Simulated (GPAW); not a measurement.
# Pressure against volume in hcp Zn (space group 194) (GPAW, PBEsol)

```yaml
crystal:
  lattice:
    - [2.58277, 0.00000, 0.00000]
    - [-1.29138, 2.23674, 0.00000]
    - [0.00000, 0.00000, 4.80628]
  atoms:
    - { symbol: Zn, position: [0.66667, 0.33333, 0.75000] }
    - { symbol: Zn, position: [0.33333, 0.66667, 0.25000] }
```

Computed with PBEsol, GPAW PAW datasets PBEsol (made by gpaw-setup) (plane waves; GPAW). Settings: mode = pw; ecut = 780 eV; xc = PBEsol; kpts = 25 25 12; mesh shift (steps) = 0 0 0; occupations.name = fermi-dirac; occupations.width = 0.05 eV; nbands = -8; convergence.density = 1e-05 e/electron; symmetry.symmorphic = false; symmetry.tolerance = 0.0005; maxiter = 150. The cell above is the first row's. The rows scale it uniformly. In all rows fractional positions and the k mesh are held.

```csv
V (Å^3/atom),P (GPa)
13.883,2.09
14.185,-0.03
14.487,-1.90
14.788,-3.54
15.090,-4.98
15.392,-6.23
15.694,-7.31
15.996,-8.25
16.297,?
```

Taking a cubic for P over the 8 complete rows: With u = V - 14.9, the rows have u = -1.0170, -0.7150, -0.4130, -0.1120, 0.1900, 0.4920, 0.7940, 1.0960. Least squares gives P = -4.097 - 4.8431·u + 1.0958·u² - 0.1218·u³. Residuals (row less fit): 0.000, -0.001, 0.001, 0.001, -0.002, -0.001, 0.003, -0.001; standard error 0.002 (degrees of freedom: 4). The fitted pressure is zero at V0 = 14.18, where dP/dV = -6.609, so B0 = -V0·dP/dV = 93.7 GPa.

**Question.** Estimate the missing P (V = 16.297); what did the run itself give?

**Answer.** u = 1.3970, so P = -4.097 - 4.8431 × 1.3970 + 1.0958 × 1.3970² - 0.1218 × 1.3970³ = -9.056 GPa. The calculation gives -9.05 GPa, 0.006 GPa above the prediction (0.1 % of the range of P in the table). The row lies outside the fitted rows, so this is an extrapolation.

Carrying the step between the two nearest rows on in a straight line would have given -9.19, off by 0.14; series whose last step already gives the withheld value aren't shown. The scan was laid around a cell of about the measured size, scaled by a guess for this functional; axis ratios and inner coordinates come from that cell. The runs keep the symmetry of the cell, so they don't test it for distortions. The shape of the cell and the inner coordinates aren't relaxed, so V0 and B0 belong to this uniform scaling; a relaxed crystal lies no higher in energy and is usually softer. Cutoffs and mesh are single choices, not tested for convergence of this quantity. Series with a scatter that would blur these digits, or in which a gap closes, are not shown.
